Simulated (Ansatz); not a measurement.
Ansatz (an electronic-structure program) run on CaGe2Pd2 (I4/mmm, 5 atoms in the cell): relaxation of cell and atoms.

Level of theory: PBEsol, default PAW files made with PBE (plane waves; Ansatz).

The change in words: atoms on their sites; basis.ecutwfc: 420 eV → 250 eV; relax: default → cell and atoms. Reference geometry:
```xyz
5
Lattice="-2.1438 2.1438 5.0308 2.1438 -2.1438 5.0308 2.1438 2.1438 -5.0308" Properties=species:S:1:pos:R:3 pbc="T T T"
Ca     0.0000     0.0000     0.0500
Ge     0.0000     0.0000     3.7853
Ge     0.0000     0.0000     6.2763
Pd     0.0000     2.1438     2.5154
Pd     2.1438     0.0000     2.5154
```

Reference input (self-consistent single point, DFT, PBEsol, plane waves, default PAW files made with PBE): basis.ecutwfc = 420 eV; kpoints.mp_grid.grid = 6 6 6; hamiltonian.xc = pbesol; hamiltonian.pseudopotentials = {kind: paw} (the program's default PAW files); scf.occupations.method = gaussian; scf.occupations.width = 0.1 eV. This run's input differs from it in these lines:

Ansatz 0.2 input:
```diff
@@ -6,3 +6,3 @@
   atoms:
-    - { symbol: Ca, position: [0.00496900, 0.00496900, 0.00000000] }
+    - { symbol: Ca, position: [0.00000000, 0.00000000, 0.00000000] }
     - { symbol: Ge, position: [0.37621000, 0.37621000, 0.00000000] }
@@ -12,3 +12,3 @@
 basis:
-  ecutwfc: 420.0
+  ecutwfc: 250.0
 kpoints:
@@ -20,2 +20,4 @@
   occupations: { method: gaussian, width: 0.1 }
+relax:
+  cell: {}
 output:
```

Output (repeated stretches shortened):

```
   [... SCF lines of the steps left out ...]
relax step   1: F+E_penalty+E_count = -24111.38494338 eV  Δ(F+E_penalty+E_count) = +0.000e0 eV  max|allowed force component| = 2.375e-1 eV/Å  Δτ_max = 0.0000 Å  P = -2.093 GPa  Ω = 92.484 Å³  (8 SCF iters, dr2 threshold 1.00e-7 eV, accepted)
relax step   2: F+E_penalty+E_count = -24112.23067755 eV  Δ(F+E_penalty+E_count) = -8.457e-1 eV  max|allowed force component| = 5.760e-3 eV/Å  Δτ_max = 0.0060 Å  P = +8.798 GPa  Ω = 90.568 Å³  energy of the carried Pulay correction = +8.843e-1 eV  [...]
   [... lines left out ...]
relax step  61: F+E_penalty+E_count = -24111.39625562 eV  Δ(F+E_penalty+E_count) = +5.726e-4 eV  max|allowed force component| = 1.718e-4 eV/Å  Δτ_max = 0.0001 Å  P = -0.000 GPa  Ω = 90.962 Å³  energy of the carried Pulay correction = -5.760e-4 eV  [...]
relax step  62: F+E_penalty+E_count = -24111.40027136 eV  Δ(F+E_penalty+E_count) = -4.016e-3 eV  max|allowed force component| = 9.619e-4 eV/Å  Δτ_max = 0.0000 Å  P = -0.002 GPa  Ω = 90.962 Å³  stress off target by 4.75e-2 GPa  SCF on the basis [...]
basis re-selected at this cell: Δ(F+E_penalty+E_count) = -4.016e-3 eV, ΔP = -0.001 GPa vs the last step
the relaxation is at rest under the 16 symmetry operations that the run kept from its start: a minimum is not shown …
Free energy (F): -24111.400271 eV
Internal energy: -24111.386610 eV  (E = F + TS)
E sigma→0 (E₀):  -24111.393441 eV
Entropy (-TS):   -0.013661 eV (-2.732 meV/atom)
Fermi energy:    13.536949 eV
--- Forces (eV/Å), atoms counted from 1 ---
  atom   1  Ca     0.00000000     0.00000000     0.00000000
   [... lines left out ...]
  cell:  # Å, volume = 90.9615 Å³
   [... lines left out ...]
  atoms:
    - { symbol: Ca, position: [3.6637370846944205e-20, 3.6637370846944236e-20, 3.983003583985445e-36] }
    - { symbol: Ge, position: [0.37663839558999845, 0.37663839558999845, 1.8735472661927876e-35] }
    - { symbol: Ge, position: [0.6233616044100017, 0.6233616044100017, 5.533293783959957e-35] }
    - { symbol: Pd, position: [0.75, 0.25, 0.5] }
    - { symbol: Pd, position: [0.25, 0.75, 0.5] }
```

The run converged.  The full log also holds: “iter 5 did not close the SCF: its close was put off for the readings that it lacked (scf_convergence_deferred on its scf_iter line)”. The full log also holds: “iter 5 did not close the SCF: its close was put off for the readings that it lacked (scf_convergence_deferred on its scf_iter line)”.

Summary of the result:
```
Quantity                                                                                    Result
-----------------------------------------------  -------------------------------------------------
Free energy E − TS (on the zero of these files)                                     -24111.4003 eV
Fermi level (on the code's own zero)                                                      13.54 eV
Pressure                                                                                  0.00 GPa
Final cell                                       a = b = c = 5.8983 Å, α = β = 137.97°, γ = 60.94°
Final volume per atom                                                                     18.19 Å³
Relaxation steps                                                                                62
```

The starting cell comes from a database of computed structures (which also holds hypothetical and non-ambient phases and stackings), without a prior relaxation at this level. Its lattice was rescaled by up to half a per cent. Spin polarisation is off. The relaxation keeps the symmetry of its start, so its end need not be a minimum. Ansatz's pressure includes its estimate of the finite-basis (Pulay) stress. Without the estimate this run gives -74.56 GPa. The cutoff lies below the one recommended for these files.

Cost on one core of a shared machine: roughly 4 min.
